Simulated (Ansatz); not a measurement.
System: BaAl₄ (I4/mmm, No. 139). Method: PBEsol-D3(BJ) in Ansatz (plane waves, PAW).

Run with plane-wave cutoff 520 eV, 18×18×18 k mesh, Fermi–Dirac smearing 0.05 eV, scalar-relativistic PAW data made under PBE.

Shape and atoms are relaxed at each volume.

Pressure at four volumes; x = ln(V/22.016 Å³). One pressure is withheld.

```json
[
 {"V (Å³/atom)": "21.136", "x": "-0.0408", "P (GPa)": "2.65"},
 {"V (Å³/atom)": "22.016", "x": "0.0000", "P (GPa)": "0.00"},
 {"V (Å³/atom)": "22.457", "x": "0.0198", "P (GPa)": "-1.14"},
 {"V (Å³/atom)": "22.897", "x": "0.0392", "P (GPa)": "?"}
]
```

### Question
Pass a parabola P(x) through the three rows shown, estimate the bulk modulus and its pressure derivative near zero pressure, and predict the withheld pressure.

### Answer
Slopes between the rows: (0.00 − (2.65))/(0.0000 − (-0.0408)) = -64.95 and (-1.14 − (0.00))/(0.0198 − (0.0000)) = -57.58 GPa. Their difference over the span 0.0606 is c = 7.37/0.0606 = 121.6 GPa, so P(x) = 2.65 + (-64.95)(x − (-0.0408)) + 121.6 (x − (-0.0408))(x − (0.0000)). At the middle row B = −dP/dx = −[-64.95 + 121.6 × 0.0408] = 60.0 GPa, and B′ = dB/dP = 2c/B = 4.1. At x = 0.0392 the parabola gives -2.16 GPa; the run gives -2.16 GPa. The Birch–Murnaghan fit to the energies at all volumes has B0 = 59.7 GPa and B′ = 4.0.

Note: the bulk modulus comes from volumes at which shape and atoms were relaxed.

Spin–orbit coupling is not included.

Ansatz is an electronic-structure program.
